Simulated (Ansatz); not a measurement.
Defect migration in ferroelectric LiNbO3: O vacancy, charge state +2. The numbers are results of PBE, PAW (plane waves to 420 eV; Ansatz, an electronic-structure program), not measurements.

120-site cell at the relaxed PBE lattice, the Γ point alone, smearing 0.01 eV, spin-restricted, no finite-size correction. No zero-point or tunnelling terms. The charge state is imposed; whether it is stable for some Fermi level was not computed. Forms of the defect that were not tried may lie lower.

Barriers: single points on a 2×2×2 k-point mesh shifted by half a step along c at the bands' geometries.

The step: a nearby O atom hops onto the vacant site. Atoms about the jump, Cartesian Å from the middle of the jump, before and after:

```tsv
atom	x0	y0	z0	x1	y1	z1
O1	1.11	-0.86	0.02	-1.11	0.86	-0.02
Nb2	0.91	0.61	1.17	0.33	1.02	1.17
Li3	-2.23	-1.09	-0.91	-2.02	-0.83	-0.73
O4	-0.56	-0.99	-2.31	-0.47	-1.03	-2.28
O5	-1.10	-2.53	-0.02	-1.01	-2.50	-0.01
O6	-0.43	-0.59	2.24	-0.41	-0.63	2.22
Nb7	0.48	-2.31	-1.48	0.43	-2.51	-1.56
O8	1.49	1.94	-0.02	1.50	1.94	0.02
Li9	0.48	0.67	-3.04	0.49	0.63	-3.04
Li10	0.48	-2.38	1.56	0.48	-2.44	1.76
O11	-0.47	2.33	-2.28	-0.45	2.37	-2.34
O12	-0.15	2.08	2.22	-0.31	2.27	2.34
O13	2.31	0.54	2.34	2.04	0.46	2.24
O14	2.47	0.61	-2.34	2.45	0.55	-2.31
Nb15	-2.20	2.29	-1.56	-2.10	2.13	-1.48
O16	-2.73	0.63	-2.30	-2.72	0.59	-2.35
O17	2.13	-2.10	-2.34	2.13	-2.13	-2.30
Li18	3.11	-0.86	-0.80	3.37	-0.84	-0.91
```

### Question
Where do these atoms stand at the saddle point, and how high is it?

### Answer

```
atom      x      y      z
----  -----  -----  -----
O1    -0.08  -0.09  -0.14
Nb2    0.66   0.91   1.17
Li3   -2.01  -0.89  -0.79
O4    -0.55  -1.07  -2.49
O5    -1.07  -2.54  -0.04
O6    -0.35  -0.60   2.46
Nb7    0.38  -2.38  -1.53
O8     1.64   2.08   0.05
Li9    0.47   0.66  -2.93
Li10   0.46  -2.40   1.80
O11   -0.43   2.37  -2.28
O12   -0.31   2.20   2.22
O13    2.21   0.42   2.19
O14    2.48   0.63  -2.31
Nb15  -2.17   2.28  -1.56
O16   -2.69   0.64  -2.32
O17    2.10  -2.02  -2.23
Li18   3.35  -0.81  -0.90
```
It lies 0.74 eV above the start and 0.74 eV above the end. The check of the saddle point's order was inconclusive.
